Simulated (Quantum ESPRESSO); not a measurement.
# Effort and miss along a sweep of nbnd: SrTl2 (P6_3/mmc, 6 atoms in the cell)

```
CELL_PARAMETERS angstrom
      5.11963     0.00000     0.00000
     -2.55981     4.43373     0.00000
      0.00000     0.00000     8.34055
ATOMIC_POSITIONS crystal
  Sr 0.00000 0.00000 0.25000
  Sr 0.00000 0.00000 0.75000
  Tl 0.33333 0.66667 0.45134
  Tl 0.66667 0.33333 0.54866
  Tl 0.66667 0.33333 0.95134
  Tl 0.33333 0.66667 0.04866
```

Level of theory: PBEsol, GBRV 1.5 ultrasoft (PBESOL) pseudopotentials (plane waves; Quantum ESPRESSO 7.5).

Base settings: ecutwfc = 40 Ry; ecutrho = 200 Ry; occupations = smearing; smearing = gaussian; degauss = 0.0073499 Ry; potentials = {Sr: sr_pbesol_v1.uspp.F.UPF, Tl: tl_pbesol_v1.2.uspp.F.UPF}; K_POINTS = automatic 6 6 3 0 0 0; conv_thr = 1e-11 Ry; mixing_beta = 0.4.

Misses are taken against the tightest run, 100, which need not be fully converged itself. The energy is the free energy per atom.

The count of work is k-points × plane waves × bands × iterations; it is no time, and leaves out set-up, grids and terms that scale otherwise. 

The starting cell comes from a database of computed structures (which also holds hypothetical and non-ambient phases and stackings), without a prior relaxation at this level.

The runs (nbnd): 36 | 37 | 38 | 40 | 44 | 52 | 68 | 100.

Which is the coarsest setting among those run that, with all tighter ones, holds the energy within 5 meV/atom of the reference, and what does it save?

37, off by 0.00 meV/atom; it needs 0.40 of the reference's count of work.

```
nbnd  energy less reference (meV/atom)  count of work / reference
----  --------------------------------  -------------------------
36                                7.62                       0.66
37                                0.00                       0.40
38                                0.00                       0.57
40                                0.00                       0.57
44                                0.00                       0.51
52                                0.00                       0.56
68                                0.00                       0.68
100                               0.00                        1.0
```
